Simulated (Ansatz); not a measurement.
Consider the following.

```yaml
crystal:
  lattice:
    - [0.00000, 2.74524, 2.74524]
    - [2.74524, 0.00000, 2.74524]
    - [2.74524, 2.74524, 0.00000]
  atoms:
    - { symbol: Bi, position: [0.75000, 0.75000, 0.75000] }
    - { symbol: B, position: [0.00000, 0.00000, 0.00000] }
```

A single point on hypothetical zinc blende BiB, its geometry relaxed with r2SCAN.

The values are results of plane-wave PAW DFT at the HSE06 level (Ansatz, a quantum-chemistry and plane-wave program, 420 eV), noncollinear with spin-orbit coupling, not measurements. k-mesh 8×8×8 (Γ-centred); smearing 0.01 eV (Fermi–Dirac).

Task: Predict the band gap and valence-band top at Γ.

Result: 
- Band gap = 0.62 eV
- Valence-band top at Γ (three highest Kramers pairs, from the VBM) = 0.00, 0.00, -1.54 eV

Single points use the geometry relaxed with r2SCAN. Whether these cells are dynamically stable was not tested. The cell is BiB in the zinc blende structure (space group F-43m, No. 216; a hypothetical phase, not in the database extracts checked).
